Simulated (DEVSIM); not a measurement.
Device: abrupt InP p-n junction, at 350 K.

Layer 1 from the left is InP, thickness (μm) 2.60, Na (cm⁻³) 6e17, τn (s) 2.1e-8, τp (s) 2.1e-8. Layer 2 from the left is InP, thickness (μm) 11.0, Nd (cm⁻³) 6.8e14, τn (s) 2.1e-8, τp (s) 2.1e-8.

Left contact: ohmic. Right contact: ohmic. Voltage is applied to the left contact. Recombination: SRH at mid-gap, Auger. Mobility is μmin + (μ − μmin)/(1 + (N/Nref)^α).

This is a model device: material constants are rounded textbook-type values typed into the input, and sizes, dopings and lifetimes were drawn at random. Values at 300 K; Nc and Nv go as T^1.5, mobilities as T to minus their exponent, the gap by Varshni's rule with the affinity fixed.

InP: gap (eV) 1.344, affinity (eV) 4.38, permittivity 12.5, Nc (cm⁻³) 5.7e17, Nv (cm⁻³) 1.1e19, μn (cm²/Vs) 5200, μp (cm²/Vs) 170, μn,min 400, μp,min 10, Nref,n 3e17, Nref,p 4.9e17, αn 0.47, αp 0.62, T exponent of μn 2, T exponent of μp 2, Cn (cm⁶/s) 9e-31, Cp (cm⁶/s) 9e-31, Varshni α (eV/K) 0.000363, Varshni β (K) 162.

Simulated with DEVSIM: 1D drift-diffusion, Boltzmann statistics, complete ionisation; no tunnelling, impact ionisation, image-force lowering or self-heating.

Question: What does the simulation give for the dark forward voltage at 100 A/cm², the dark forward voltage at 1 A/cm²?

Answer: dark forward voltage at 100 A/cm² 1.070 V; dark forward voltage at 1 A/cm² 0.823 V.
